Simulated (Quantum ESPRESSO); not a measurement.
A self-consistent single point of HfNi (P1, 4 atoms in the cell) with Quantum ESPRESSO.

Method: LDA (PZ), GBRV 1.5 ultrasoft (LDA) pseudopotentials (plane waves; Quantum ESPRESSO).

```
HfNi
1.0
    1.60093    -4.91694     0.00000
    1.60093     4.91694     0.00000
    0.00000     0.00000     4.03489
Hf Ni
2 2
Cartesian
  1.59994  -3.53927   3.00684
  1.61384   3.52003   1.00539
  1.57779  -0.82520   3.05023
  1.61216   0.84443   1.00732
```

Reference input (self-consistent single point, DFT, PBEsol, plane waves, GBRV 1.5 ultrasoft (PBESOL) pseudopotentials): ecutwfc = 50 Ry; ecutrho = 400 Ry; occupations = smearing; smearing = fd; degauss = 0.0073499 Ry; potentials = {Hf: hf_pbesol_v1.uspp.F.UPF, Ni: ni_pbesol_v1.4.uspp.F.UPF}; K_POINTS = automatic 6 6 5 0 0 0; conv_thr = 1e-11 Ry; mixing_beta = 0.3. This run's input differs from it in these lines:

```diff
@@ -23,4 +23,4 @@
 ATOMIC_SPECIES
-Hf   178.4900  hf_pbesol_v1.uspp.F.UPF
-Ni    58.6934  ni_pbesol_v1.4.uspp.F.UPF
+Hf   178.4900  hf_lda_v1.uspp.F.UPF
+Ni    58.6934  ni_lda_v1.4.uspp.F.UPF
 ATOMIC_POSITIONS {crystal}
```

Log, with long lists cut:

```
     Self-consistent Calculation

     iteration #  1     ecut=    50.00 Ry     beta= 0.30

     negative rho (up, down):  2.285E-01 0.000E+00

     total energy              =    -967.56422961 Ry
     estimated scf accuracy    <     154.39769961 Ry

     iteration #  2     ecut=    50.00 Ry     beta= 0.30

     negative rho (up, down):  2.213E-01 0.000E+00

     total energy              =   -1003.21892986 Ry
     estimated scf accuracy    <      36.19219268 Ry

     iteration #  3     ecut=    50.00 Ry     beta= 0.30

     negative rho (up, down):  2.199E-01 0.000E+00

     total energy              =   -1002.93732962 Ry
     estimated scf accuracy    <       6.71824885 Ry

   [... 19 blocks of this kind left out ...]

     iteration # 23     ecut=    50.00 Ry     beta= 0.30

     negative rho (up, down):  2.268E-01 0.000E+00

     total energy              =   -1003.71609281 Ry
     estimated scf accuracy    <          2.2E-11 Ry

     iteration # 24     ecut=    50.00 Ry     beta= 0.30

     negative rho (up, down):  2.268E-01 0.000E+00
     End of self-consistent calculation

     the Fermi energy is    16.2818 ev

!    total energy              =   -1003.71609281 Ry
     estimated scf accuracy    <          9.2E-12 Ry
     smearing contrib. (-TS)   =      -0.00618793 Ry
     internal energy E=F+TS    =   -1003.70990488 Ry

     convergence has been achieved in  24 iterations

     negative rho (up, down):  2.268E-01 0.000E+00

     Forces acting on atoms (cartesian axes, Ry/au):

     atom    1 type  1   force =     0.00030424   -0.00735337    0.00549212
     atom    2 type  1   force =    -0.00473813    0.01268921    0.00248227
     atom    3 type  2   force =     0.00659205    0.00355723   -0.00758503
     atom    4 type  2   force =    -0.00215816   -0.00889307   -0.00038936

     Total force =     0.021714     Total SCF correction =     0.000004

     negative rho (up, down):  2.268E-01 0.000E+00
          total   stress  (Ry/bohr**3)                   (kbar)     P=      -71.68
  -0.00041035   0.00000119  -0.00000177          -60.36        0.18       -0.26
   0.00000119  -0.00056413   0.00000101            0.18      -82.99        0.15
  -0.00000177   0.00000101  -0.00048743           -0.26        0.15      -71.70

   JOB DONE.
```

The run converged in 24 iterations. Against the reference run the pressure goes from -2.02 to -7.17 GPa and the largest force goes from 0.299 to 0.354 eV/Å.

The starting cell comes from a database of computed structures (which also holds hypothetical and non-ambient phases and stackings), without a prior relaxation at this level. Its atoms were displaced at random from the sites of space group no. 63. Spin polarisation is off. With a pressure of about -7 GPa the cell is away from its equilibrium volume at this level.

Cost on one core of a shared machine: roughly 4 min.
